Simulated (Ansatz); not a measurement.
An Ansatz (an electronic-structure program) input (PBEsol (Ansatz, PAW, no spin-orbit coupling)):

Ansatz 0.2 input:
```yaml
crystal:
  lattice:
    - [2.9044184974, 0, 0]
    - [0, 2.9044184974, 0]
    - [1.4522092487, -1.4522092487, 1.9838845781]
  atoms:
    - { symbol: Al, position: [0, 0, 0] }
basis: { ecutwfc: 420, ecutrho_ratio: 4, xc_grid: 2, fft_grid_basis: typed }
kpoints: { mp_grid: { grid: [20, 20, 20] } }
hamiltonian:
  xc: pbesol
  dispersion: none
  pseudopotentials: { kind: paw }
scf: { occupations: { method: fermi_dirac, width: 0.05 } }
relax: { f_tol: 0.005, max_steps: 50, cell: { stress_tol: 0.01, fix: [a, b, gamma] } }
output: { forces: true, stress: true }
checkpoint: { write: state.ck, write_every: 1000 }
```

Question: Which symmetry and how many k-points will the program report, and about how many plane waves at Γ?

Answer: Space group I4/mmm (ITA 139) with 16 operations, k-points 641 of 8000, and 331 plane waves at Γ.

Question: And the final pressure?

Answer: -1.52 GPa (compression positive).

The cells carry an imposed strain or load. No phonon test of stability was made. The cell was made from Al in the fcc (Cu type) structure (space group Fm-3m, No. 225) by this change: biaxial strain +2.32 %, plane normal [001], relaxed out of plane.
